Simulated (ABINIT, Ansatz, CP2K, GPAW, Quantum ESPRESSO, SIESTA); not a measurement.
# Code comparison for Sr (Fm-3m, 1 atom in the cell)

Self-consistent single point.

```xyz
1
Lattice="0.0000 3.0336 3.0336 3.0336 0.0000 3.0336 3.0336 3.0336 0.0000" Properties=species:S:1:pos:R:3 pbc="T T T"
Sr     0.0000     0.0000     0.0000
```

All programs got the same cell, k-point mesh and kind of occupations (in Ansatz's words: kpoints.mp_grid.grid = 8 8 8; scf.occupations.method = fermi_dirac; scf.occupations.width = 0.1 eV); potentials, basis and cutoffs are each program's usual ones.

| code | model | pressure (GPa) | k-points | cutoff |
|---|---|---|---|---|
| ABINIT | PBE, norm-conserving pseudopotentials (PseudoDojo nc-sr-05 PBE standard) | -0.17 | 29 | 925 eV |
| CP2K | PBE, GPW, DZVP-MOLOPT-SR-GTH basis, GTH-PBE potentials (GTH_POTENTIALS) | 0.13 | 260 | grid 500 Ry |
| GPAW | PBE, GPAW PAW datasets PBE (gpaw-data 1.0.1) | -0.15 | 29 | 550 eV |
| Ansatz | PBE, PAW files | -0.17 | 29 | default |
| SIESTA | GGA PBE, numerical atomic orbitals DZP, PseudoDojo PBE standard norm-conserving potentials (rewritten from UPF to PSML) | 3.01 | 296 | grid 350 Ry |
| Quantum ESPRESSO | PBE, PSlibrary PAW (PBE) pseudopotentials | -0.18 | 29 | 45 Ry |

The spread over the programs that give each value: pressure within 3.19 GPa.

The starting cell comes from a database of computed structures (which also holds hypothetical and non-ambient phases and stackings), without a prior relaxation at this level.

Why do the programs differ, and what cannot be compared?

Differences of this kind can come from the potentials, where these differ, and from what each basis and cutoff leave unconverged. The zero of total energies and Fermi levels follows the potentials and each program's conventions, so they are not compared here. CP2K and SIESTA use small atom-centred bases, whose incompleteness enters pressures, forces and empty levels differently from a plane-wave cutoff. Ansatz's pressure is given at a fixed set of plane waves, as the other plane-wave codes print theirs. The programs reduce the same mesh by symmetry to different extents, which changes the work and not the result. In the pressure, SIESTA (by 3.18) lies more than 1 GPa from the median of the plane-wave programs.

Left out of this page: Elk and FLEUR (not drawn, or without a comparable value).

Ansatz is a program for electronic structure.

Keys are those of Ansatz 0.2.
